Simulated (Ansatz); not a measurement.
Given:

```yaml
crystal:
  lattice:
    - [-3.17181, 3.17181, 3.13761]
    - [3.17181, -3.17181, 3.13761]
    - [3.10341, 3.10341, -3.13761]
  atoms:
    - { symbol: Cs, position: [0.00000, 0.00000, 0.00000] }
```

No spin polarisation.

All numbers come from r2SCAN/PAW in Ansatz (a first-principles code), scalar-relativistic without spin-orbit coupling. Settings: 15×15×15 k-points, 0.1 eV Fermi–Dirac smearing.

Predict the space group, band gap and stress.

The space group comes out as Fmmm (No. 69), the band gap is zero and the stress (xx, yy, zz, yz, xz, xy; compression positive) is (0.0, 0.0, 0.0, 0.0, 0.0, 0.0) GPa.

The cells carry an imposed strain or load. Whether these cells are dynamically stable was not tested. The cell was made from Cs in the bcc (W type) structure (space group Im-3m, No. 229) by this change: tensor shear ε_xy = −1.09 %.
